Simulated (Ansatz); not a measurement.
**YOF: response to strain**

Base system: YOF (space group P4/nmm, No. 129; a = 3.811 Å, c = 5.421 Å; a cell from a computed database, its experimental status unchecked). Axes: x, y, z lie along a, b, c of the conventional cell.

Strains are applied to the cell and any free atomic positions relax.

Calculations: PBEsol in Ansatz (plane waves to 420 eV, PAW, no spin-orbit coupling).

Notes on the quantities. pressure: mean of the normal stresses, compression positive; energy relative to the base: free energy F.

```tsv
case	pressure	band gap	energy relative to the base	smallest direct gap	shortest interatomic distance
base	0.00 GPa	5.03 eV	0 meV/atom	5.29 eV	2.223 Å
isotropic strain +2.31 %	-7.93 GPa	4.80 eV	+24 meV/atom	5.03 eV	2.262 Å
uniaxial strain ε_zz = +1.31 %	-1.60 GPa	4.99 eV	+1.7 meV/atom	5.24 eV	2.229 Å
tensor shear ε_yz = +2.87 %	0.51 GPa	5.05 eV	+4.5 meV/atom	5.30 eV	2.208 Å
```

Stability against distortions was not tested.

Ansatz is an electronic-structure program.
